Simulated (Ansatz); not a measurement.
Levels about the gap of amorphous Hf18O39La2 (59 atoms in a cell of 790 Å³, 8.65 g/cm³; zone centre alone, so wide bands show as single levels with stretches between that a denser mesh fills), at the geometry that PBE relaxed, where it gives 0.0 GPa on a denser mesh. Exact exchange is cut at the faces of this small cell, which leaves a finite-size error. The participation number counts the atoms over which a state spreads; weights are charges in smoothed Voronoi cells. The levels come from a single point, so bond lengths are those of that geometry. Method of the levels: HSE06, scalar-relativistic without spin-orbit coupling (Ansatz, a program for electronic structure). Sampling: the zone centre alone; Fermi-Dirac width 0.02 eV; no spin polarisation.

A CHGNet melt-quench gave the starting glass, which DFT then relaxed. O atoms were pushed apart under 1.9 Å during the dynamics, to hinder bonds among them. The hot cell started wider than the set density and was brought back towards it in steps. It is the lowest in DFT energy of 2 quenches. It is a model cell: composition and starting density were chosen by hand, and all elements were melted together. No dispersion term was used. Its density started from a set value of 8.75 and ended at 8.65 g/cm³. The quench (nominally 450 K/ps over its main leg) was far faster than any real one, so the model tends to hold more defects than a real film. One small periodic cell is one sample of the glass; other quenches scatter about these values. Volume and shape were free in the relaxation.

```tsv
E - E(highest filled), eV	filling	participation number	largest on	weight O	weight Hf	weight La
-0.19	filled	22.2	O, 3 neighbours	0.95	0.05	0.01
-0.17	filled	20.6	O, 3 neighbours	0.94	0.04	0.01
-0.14	filled	18.5	O, 2 neighbours	0.94	0.05	0.01
-0.12	filled	19.8	O, 3 neighbours	0.95	0.04	0.01
-0.07	filled	20.2	O, 3 neighbours	0.95	0.04	0.00
-0.02	filled	20.1	O, 3 neighbours	0.95	0.04	0.00
0.00	filled	12.8	O, 3 neighbours	0.95	0.04	0.01
5.57	empty	26.7	Hf, 6 neighbours	0.49	0.43	0.09
5.85	empty	22.3	Hf, 7 neighbours	0.39	0.53	0.08
6.03	empty	25.4	Hf, 7 neighbours	0.43	0.53	0.04
6.19	empty	30.8	Hf, 7 neighbours	0.40	0.55	0.05
6.26	empty	17.2	Hf, 6 neighbours	0.40	0.56	0.04
6.34	empty	28.4	Hf, 7 neighbours	0.41	0.56	0.03
6.35	empty	31.7	Hf, 7 neighbours	0.39	0.57	0.04
```

Most localised among these is the filled level at +0.00 eV, on a O atom, which has 3 neighbours (Hf 2.01 Å, Hf 2.10 Å, La 2.43 Å).
